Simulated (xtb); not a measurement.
xtb 6.7.1, GFN2-xTB: Zn(OMe)(fmdH) (C[O][Zn]1[NH]C=[NH]->1), 12 atoms. The geometry is a generated start, not checked to be a minimum at this level.

```json
{
 "run_flags": "--grad",
 "method": "GFN2-xTB",
 "--acc": "1 (default)",
 "--etemp (K)": "300 (default)",
 "basis_functions": "30",
 "valence_electrons": "32"
}
```

```xyz
12

Zn    -0.1823     0.2772     0.1666
O     -0.6207    -0.1063    -1.4894
C     -1.6635    -0.7994    -2.1086
H     -2.5886    -0.2166    -2.1268
H     -1.3511    -0.9805    -3.1423
H     -1.8707    -1.7649    -1.6333
C      1.4566     0.6105     1.7882
N      0.7306    -0.4727     1.7750
N      1.1657     1.5205     0.9032
H      2.2596     0.7528     2.5136
H      0.9395    -1.1803     2.4631
H      1.7249     2.3598     0.8907
```

Charge 0 and multiplicity 1 are set for this test and not shown to be the ground state.

One run each on 1 thread. Values of broydamp tried: 0.02, 0.05, 0.1, 0.2, 0.4 (default), 0.6, 0.8, 1.

**Question.** How does the count of SCC iterations change with broydamp, and where is it least?

**Answer.** Fewest SCC iterations, within one of each other: 0.2 with 13, 0.4 (default) with 12. The count rises to 23 at 0.02. All converge to one solution.

```tsv
broydamp	SCC iterations	end
0.02	23	same solution
0.05	20	same solution
0.1	17	same solution
0.2	13	same solution
0.4 (default)	12	same solution
0.6	14	same solution
0.8	14	same solution
1	17	same solution
```
